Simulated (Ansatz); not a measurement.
**HgS, response to strain**

Consider HgS in the zinc blende structure (space group F-43m, No. 216; a = 5.992 Å).

Strains are applied to the cell and any free atomic positions relax.

The values are results of PBE/PAW in Ansatz (a first-principles code), no spin-orbit coupling, not measurements.

Notes on the quantities. energy relative to the base: free energy F.

```json
[
 {"case": "base", "energy relative to the base": "0 meV/atom", "volume per atom": "26.89 Å³", "pressure": "0.0 GPa"},
 {"case": "isotropic strain −3.00 %", "energy relative to the base": "+39 meV/atom", "volume per atom": "24.54 Å³", "pressure": "5.8 GPa"},
 {"case": "isotropic strain −2.50 %", "energy relative to the base": "+26 meV/atom", "volume per atom": "24.92 Å³", "pressure": "4.6 GPa"},
 {"case": "isotropic strain −2.00 %", "energy relative to the base": "+16 meV/atom", "volume per atom": "25.31 Å³", "pressure": "3.5 GPa"},
 {"case": "isotropic strain −1.50 %", "energy relative to the base": "+9.1 meV/atom", "volume per atom": "25.69 Å³", "pressure": "2.6 GPa"},
 {"case": "isotropic strain −1.00 %", "energy relative to the base": "+4.0 meV/atom", "volume per atom": "26.09 Å³", "pressure": "1.6 GPa"},
 {"case": "isotropic strain +0.50 %", "energy relative to the base": "+0.9 meV/atom", "volume per atom": "27.29 Å³", "pressure": "-0.7 GPa"},
 {"case": "isotropic strain +1.00 %", "energy relative to the base": "+3.7 meV/atom", "volume per atom": "27.70 Å³", "pressure": "-1.4 GPa"},
 {"case": "isotropic strain +1.50 %", "energy relative to the base": "+8.1 meV/atom", "volume per atom": "28.11 Å³", "pressure": "-2.0 GPa"},
 {"case": "isotropic strain +2.50 %", "energy relative to the base": "+22 meV/atom", "volume per atom": "28.95 Å³", "pressure": "-3.1 GPa"}
]
```

A case with no gap was solved on a k-mesh chosen for an insulator, which is coarse for it. Stability against distortions was not tested. The final runs are not spin-polarised.
